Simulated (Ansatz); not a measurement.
Defect: Nb-vacancy pair (Nb on one host W site, one W site vacant) in bcc W, neutral cell. Calculation: PBE, PAW (plane waves to 420 eV; Ansatz, a first-principles code).

Cell of 36 host sites held at the relaxed PBE lattice; a 2×2×3 k-point mesh shifted by half a step; Fermi-Dirac width 0.10 eV, spin-restricted; finite-size errors left in. Energies are static. Spin-orbit coupling is left out. Forms of the defect that were not tried may lie lower.

Barriers: single points on a 3×3×5 k-point mesh shifted by half a step at the bands' geometries.

Relaxed starting cell (atoms counted from 1):

```
NbW34
1.0
    9.55287     0.00000     0.00000
    0.00000     9.55287     0.00000
    0.00000     0.00000     6.36858
Nb W
1 34
Direct
  0.00479   0.00551   0.01156
  0.00033   0.00109   0.50176
  0.00012   0.33381   0.00405
  0.00106   0.33180   0.49712
  0.99972   0.66760   0.00194
  0.99969   0.66654   0.50254
  0.33303   0.00092   0.00421
  0.33117   0.00182   0.49721
  0.33078   0.33150   0.00546
  0.33132   0.33206   0.49818
  0.33273   0.66633   0.00137
  0.33252   0.66686   0.50215
  0.66687   0.00047   0.00199
  0.66582   0.00045   0.50259
  0.66558   0.33350   0.00140
  0.66613   0.33329   0.50217
  0.66594   0.66671   0.00238
  0.66630   0.66706   0.50193
  0.16765   0.16840   0.74757
  0.16587   0.49810   0.25155
  0.16589   0.49873   0.75154
  0.16782   0.83295   0.25430
  0.16682   0.83455   0.75214
  0.49733   0.16666   0.25160
  0.49796   0.16670   0.75160
  0.49892   0.49970   0.25118
  0.49776   0.49855   0.75185
  0.49942   0.83370   0.25209
  0.49800   0.83475   0.75187
  0.83218   0.16860   0.25432
  0.83377   0.16760   0.75211
  0.83290   0.50021   0.25210
  0.83395   0.49878   0.75184
  0.83261   0.83338   0.25264
  0.83300   0.83377   0.75137
```

End state 1 differs by these moves (Å; atoms that move under 0.08 Å are left out):

```tsv
atom	element	Δx	Δy	Δz
1	Nb	1.49	1.49	1.47
```

Question: Predict the forward and backward barriers to end state 1 from PBE, PAW.

Answer: forward 1.15 eV, backward 1.15 eV; at the saddle point atom 1 has neighbours 2 W at 2.70, W at 2.72, 2 W at 2.75, W at 2.78, W at 3.29, 2 W at 3.30 Å. The saddle point's order was not checked, and it lies on a symmetry element of the cell, where a band can be held.
